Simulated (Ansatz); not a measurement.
Results of r²SCAN (plane waves, PAW; Ansatz, a program for electronic structure) for BaTiO3 (R3m, No. 160, 5 atoms in the cell; start COD 9014074).

Numerical settings: plane-wave cutoff 560 eV, 8×8×8 k mesh, Fermi–Dirac smearing 0.01 eV, no spin polarisation, scalar-relativistic PAW data made under PBE.

Cell (relaxed at this level):

```cif
data_Ba3O9Ti3
_chemical_formula_sum 'Ba3 Ti3 O9'
_space_group_name_H-M_alt 'R3m :H'
_space_group_IT_number 160
_space_group_name_Hall 'R 3 -2"'
_cell_length_a 5.68012
_cell_length_b 5.68012
_cell_length_c 6.99437
_cell_angle_alpha 90.000
_cell_angle_beta 90.000
_cell_angle_gamma 120.000
loop_
_atom_site_label
_atom_site_type_symbol
_atom_site_symmetry_multiplicity
_atom_site_Wyckoff_symbol
_atom_site_fract_x
_atom_site_fract_y
_atom_site_fract_z
_atom_site_occupancy
Ba1 Ba 3 a 0.00000 0.00000 0.99782 1
Ti1 Ti 3 a 0.00000 0.00000 0.48441 1
O1 O 9 b 0.00636 0.50318 0.01402 1
```
(The calculation used a cell of 5 atoms; values per cell refer to that cell.)

Q: Give the computed band gap, smallest direct gap on the k points sampled and direct gap at Γ.

A: 
- band gap: 2.87 eV
- smallest direct gap on the k points sampled: 3.25 eV
- direct gap at Γ: 3.29 eV

Note: the relaxation could not lower the start's symmetry, so a distorted cell can lie lower.

Spin–orbit coupling is not included.

Static lattice: no zero-point or thermal effects.

The result took around 40 core-seconds (rough).
